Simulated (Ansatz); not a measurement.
Take a 9-atom supercell of SnS$_{2}$ in the CdI2 type structure (space group P-3m1, No. 164; a = 3.669 Å, c = 5.808 Å; layered, stacked along the Cartesian z axis) at its relaxed geometry as the base.

Level of theory: DFT with PBE-D3(BJ), PAW potentials and a 420 eV plane-wave cutoff in Ansatz (a quantum-chemistry and plane-wave program), without spin-orbit coupling, earlier PAW set.

For the base:

- Pressure: 0.0 GPa

It is then changed as follows: a neutral Li interstitial (started 2.55 Å from the nearest host atom), atoms relaxed at fixed cell, starting from a slightly rattled geometry.

Q: What happens to the final site of the added atom, largest displacement of a host atom from its site in the perfect cell and pressure?

A: The final site of the added atom amounts to 6 S at 2.50 Å (octahedral); the largest displacement of a host atom from its site in the perfect cell amounts to 0.19 Å; the pressure goes from zero to 2.5 GPa.

The magnetic state is the one reached from the starting moments; the real material's order can differ, and small cells can't hold many antiferromagnetic ones. In so small a cell the defect repeats every few ångströms: this is an ordered compound, not a dilute defect. The mesh was chosen for an insulator and is coarse for the gapless case. Starting moments died away, wholly or in part, for Li interstitial (started 2.55 Å from the nearest host atom); another magnetic solution may exist. The defect cell is spin-polarised and ends with 0.0 μB.
